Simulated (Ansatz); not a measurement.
The parent structure is CoSi₂ (space group Fm-3m, No. 225; a = 5.360 Å; non-magnetic).

Level of theory: PBE (Ansatz, a program for electronic structure, PAW, without spin-orbit coupling), earlier PAW set.

Base values:

The volume per atom comes out as 12.84 Å³.

Now apply this change: a hydrostatic pressure of 18 GPa.

### Question
What does the calculation give for the volume per atom after the change?

### Answer
The volume per atom shrinks by 1.03 Å³ (12.84 Å³ → 11.81 Å³).

Load acts through the strain it causes; cell and atoms are relaxed under it. Whether these cells are dynamically stable was not tested. No other phases were tried under pressure. Starting moments died away, wholly or in part, for the base; another magnetic solution may exist. The final runs are not spin-polarised. An odd electron count without spin: CoSi2.
